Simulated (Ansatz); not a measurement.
V_Ga+O_N+O_N in wurtzite GaN (start: the Ga site; N 1.97 Å away; N 1.97 Å away; 96-site cell, 2×2×2 shifted sampling). Method: PBE, PAW (plane waves to 420 eV; Ansatz, a first-principles code). Total energies of the localised charge states, counted from that of charge 0, and their image corrections (point charge with alignment); the host's valence-band maximum lies at 9.259 eV on the cells' energy zero and its gap is 1.71 eV.

```tsv
charge	moment (μB)	E − E(first) (eV)	correction (eV)
0	1.0	0.000	0.009
−1	0.0	9.682	0.432
```

Derive the transition levels above the valence-band maximum and say which of them are thermodynamic.

A level is the Fermi energy at which two charges have equal formation energy: ε(q/q′) = [E(q′) + corr(q′) − E(q) − corr(q)] / (q − q′) − E_VBM.
ε(0/−1) = [(9.682 + 0.432) − (0.000 + 0.009)] / 1 − 9.259 = 0.85 eV
Thermodynamic levels at least 0.1 eV inside the gap: (0/−1) at 0.85 eV. They hold to tenths of an eV in this cell. Charges with a result: +1, 0, −1. Others weren't obtained, and one of them could lie lower, also by skipping a charge. Charge +1 has its level within 0.1 eV of a band edge or past it. The geometries come from one start. Flagged in the runs: a host whose relaxation on this sampling wasn't shown to rest.
